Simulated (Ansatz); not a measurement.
**Do energy and pressure agree? Two volumes of V (Im-3m, 1 atom in the cell)**

```yaml
crystal:
  lattice:
    - [-1.50743, 1.50743, 1.50743]
    - [1.50743, -1.50743, 1.50743]
    - [1.50743, 1.50743, -1.50743]
  atoms:
    - { symbol: V, position: [0.00000, 0.00000, 0.00000] }
```

Method of the run: PBE (plane waves, PAW; Ansatz, a program for electronic structure).

Settings: basis.ecutwfc = 1010 eV; kpoints.mp_grid.grid = 15 15 15; hamiltonian.xc = pbe; hamiltonian.pseudopotentials = {kind: paw} (the program's default PAW files); scf.occupations.method = gaussian; scf.occupations.width = 0.1 eV. This cutoff ends a ladder whose last two steps agree within 1 meV/atom.

The second cell is the first with its lattice scaled by 0.98, at the same fractional positions.

The starting cell has typed, rounded lattice constants, without a prior relaxation at this level. Its lattice was rescaled by up to half a per cent. Spin polarisation is off. Ansatz's pressure includes its estimate of the finite-basis (Pulay) stress.

| cell | volume (Å³/atom) | pressure (GPa) | F less the first cell's (meV/atom) |
|---|---|---|---|
| first | 13.7015 | -3.44 | 0.00 |
| second | 12.8957 | 8.19 | ? |

Task: Estimate the energy of the second cell from the pressures, and the bulk modulus between the two volumes.

Result: With P = −dF/dV, the trapezoid gives ΔF ≈ −(P₁ + P₂)/2 · ΔV = −(2.375 GPa) · (-0.8058 Å³) = 11.94 meV/atom (1 eV/Å³ = 160.22 GPa). The modulus at fixed fractional positions is B = −ΔP/Δln V = 192 GPa, a mean over the interval. P(V) is curved, so the trapezoid lies high by about |ΔV|³·B·(1 + B′)/(12·V̄²) = 1.48 meV/atom for an assumed B′ = 4, which leaves 10.46 meV/atom. The runs gave 10.43 meV/atom, a miss of 0.03 meV/atom. Cases were kept where this miss is small, so the page shows the method and is no test of it.

Left out of this page: 15 runs of the series outside the window shown, repeating another row's setting, or not comparable.

Keys are those of Ansatz 0.2.
